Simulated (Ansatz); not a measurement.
Where the default PAW files enter, the runs use the earlier of Ansatz's two default sets.

Evanescent states of AgI (F-43m, zinc blende, 2 atoms a cell, 35.4 Å³ an atom, -2 GPa at this level) along the normal of (111)

The numbers are results of PBEsol (plane waves, PAW; Ansatz, a program for electronic structure), not measurements.

No gap correction and no spin-orbit coupling; mid-gap values are interpolated between computed energies.

Energies count from the valence-band top; κ is the least over a 12×12 mesh across the current.

```tsv
E (eV)	κ (1/Å)	where
0.04	0.040	Γ
0.12	0.066	Γ
0.20	0.082	Γ
0.28	0.093	Γ
0.36	0.101	Γ
0.44	0.106	Γ
0.52	0.109	Γ
0.60	0.110	Γ
0.68	0.110	Γ
0.76	0.107	Γ
0.84	0.102	Γ
0.92	0.094	Γ
1.00	0.083	Γ
1.08	0.068	Γ
1.16	0.042	Γ
```

How thick must the barrier be to attenuate the transmission by 10^6 when the electrodes' Fermi level lies at 0.60 eV, and what attenuation does that film give at 0.36 eV?

d = 6 ln 10 / (2 × 0.110) = 62.8 Å. At 0.36 eV it gives 6 × 0.101/0.110 = 5.5 decades.
